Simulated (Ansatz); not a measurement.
# A computed series for SiO2: response to strain

The parent structure is SiO2 in the rutile structure (space group P4_2/mnm, No. 136; a = 4.236 Å, c = 2.690 Å).

Strains are applied to the cell and any free atomic positions relax.

The values are results of PBE (Ansatz, a quantum-chemistry and plane-wave program, PAW, no SOC), earlier PAW set, not measurements.

```
isotropic strain (%)  band gap (eV)
--------------------  -------------
-0.91                          5.49
-0.62                             ?
0                              5.05
0.92                           4.63
1.9                            4.20
```

Q: Fit E_g = E₀ + Dε (ε in %) to the rows shown and predict the withheld row.

A: Least squares on the printed values gives E₀ = 5.06 eV, D = -459 meV per % of strain (largest residual 0.01 eV); this predicts 5.35 eV, and the run gives 5.35 eV, in agreement.

No phonon test of stability was made.
